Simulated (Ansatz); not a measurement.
System: PtSn₂ (Fm-3m, No. 225, 3 atoms in the cell; start mp-19962). Method: PBEsol (Ansatz, a quantum-chemistry and plane-wave program, plane waves, PAW).

Settings: plane-wave cutoff 520 eV, 14×14×14 k mesh, Fermi–Dirac smearing 0.05 eV, scalar-relativistic PAW data made under PBE.

Cell (relaxed at this level):

```
CELL_PARAMETERS angstrom
      0.00000     3.22718     3.22718
      3.22718     0.00000     3.22718
      3.22718     3.22718     0.00000
ATOMIC_POSITIONS crystal
  Sn 0.75000 0.75000 0.75000
  Sn 0.25000 0.25000 0.25000
  Pt 0.00000 0.00000 0.00000
```

**Question.** Predict the bulk modulus B0.

**Answer.** 
- bulk modulus B0 = 106 GPa

The run finds no gap.

Note: the bulk modulus is −V dP/dV from two relaxed cells at ±2 % in volume; the relaxation could not lower the start's symmetry, so the cell can be a saddle point above a distorted one.

Spin–orbit coupling is not included.

A start named mp-… is a Materials Project structure, which need not be a measured phase.
